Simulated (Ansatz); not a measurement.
## Ti3Al: Ti → Sc

The parent structure is Ti3Al (space group P6_3/mmc, No. 194; a = 5.7474 Å, c = 4.6319 Å).

Perturbation: every Ti is replaced by Sc, then cell and atoms are relaxed.

The values are results of r2SCAN/PAW in Ansatz (a quantum-chemistry and plane-wave program), scalar-relativistic without spin-orbit coupling, earlier PAW set, not measurements. Γ-centred 9×9×9 mesh, Fermi–Dirac width 0.05 eV, for the changed cell.

```csv
quantity,base,changed,shift
volume per atom,16.56 Å³,21.74 Å³,+5.172 Å³
density,4.28 g/cm³,3.09 g/cm³,-1.184 g/cm³
lattice parameter a,5.747 Å,6.314 Å,+0.567 Å
c/a ratio,0.806,0.798,-0.008
space group,P6_3/mmc (No. 194),P6_3/mmc (No. 194),–
shortest interatomic distance,2.813 Å,3.058 Å,+0.245 Å
band gap,zero,zero,–
```

Whether these cells are dynamically stable was not tested. For Sc3Al in this form, whether it has been made was not checked. All final runs are without spin polarisation. Sc3Al has a high density of states at the Fermi level and may be magnetic at this level.
